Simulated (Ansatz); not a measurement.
## NbAs, pressure series

Take NbAs (space group I4_1md, No. 109) as the base.

```
NbAs
1.0
   -1.73679     1.73679     5.87436
    1.73679    -1.73679     5.87436
    1.73679     1.73679    -5.87436
Nb As
2 2
Direct
  0.99889   0.99889   0.00000
  0.74889   0.24889   0.50000
  0.41711   0.41711   0.00000
  0.16711   0.66711   0.50000
```

Cell and atoms are relaxed at each pressure.

The values are results of Ansatz (a first-principles code), PBE, PAW, cutoff 420 eV, no spin-orbit coupling, not measurements.

Candidates:
(a) pressure 30 GPa
(b) pressure 9 GPa
(c) pressure 1.8 GPa

For the base:

- c/a ratio: 3.382

### Question
Order them by c/a ratio, lowest first.

### Answer
(a) pressure 30 GPa (3.283), (b) pressure 9 GPa (3.349), (c) pressure 1.8 GPa (3.375)

Load acts through the strain it causes; cell and atoms are relaxed under it. No phonon test of stability was made. Competing high-pressure phases were not computed. All final runs are without spin polarisation.
